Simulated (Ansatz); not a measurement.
# Energy from pressure between two volumes: WC (P3m1, 2 atoms in the cell)

```
WC
1.0
    1.46227    -2.53274     0.00000
    1.46227     2.53274     0.00000
    0.00000     0.00000     2.85420
W C
1 1
Direct
  0.00000   0.00000   0.01752
  0.33333   0.66667   0.50000
```

Method: LDA (PW92), default PAW files made with PBE (plane waves; Ansatz, a program for electronic structure).

Settings: basis.ecutwfc = 74.2 Ry; kpoints.mp_grid.grid = 13 13 12; hamiltonian.xc = lda; hamiltonian.pseudopotentials = {kind: paw} (the program's default PAW files); scf.occupations.method = gaussian; scf.occupations.width = 0.0073 Ry. This cutoff ends a ladder whose last two steps agree within 1 meV/atom.

The second cell is the first with its lattice scaled by 0.98, at the same fractional positions.

The starting cell has typed, rounded lattice constants, without a prior relaxation at this level. Its lattice was rescaled by up to half a per cent. One atom was moved a little off its site on purpose. Spin polarisation is off. Ansatz's pressure includes its estimate of the finite-basis (Pulay) stress.

| cell | volume (Å³/atom) | pressure (GPa) | F less the first cell's (meV/atom) |
|---|---|---|---|
| first | 10.5707 | -16.25 | 0.00 |
| second | 9.9490 | 8.25 | ? |

Question: Estimate the energy of the second cell from the pressures, and the bulk modulus between the two volumes.

Answer: With P = −dF/dV, the trapezoid gives ΔF ≈ −(P₁ + P₂)/2 · ΔV = −(-4.000 GPa) · (-0.6217 Å³) = -15.52 meV/atom (1 eV/Å³ = 160.22 GPa). The modulus at fixed fractional positions is B = −ΔP/Δln V = 404 GPa, a mean over the interval. P(V) is curved, so the trapezoid lies high by about |ΔV|³·B·(1 + B′)/(12·V̄²) = 2.40 meV/atom for an assumed B′ = 4, which leaves -17.92 meV/atom. The runs gave -18.07 meV/atom, a miss of 0.15 meV/atom. Cases were kept where this miss is small, so the page shows the method and is no test of it.

Left out of this page: 15 runs of the series outside the window shown, repeating another row's setting, or not comparable.

Keys are those of Ansatz 0.2.
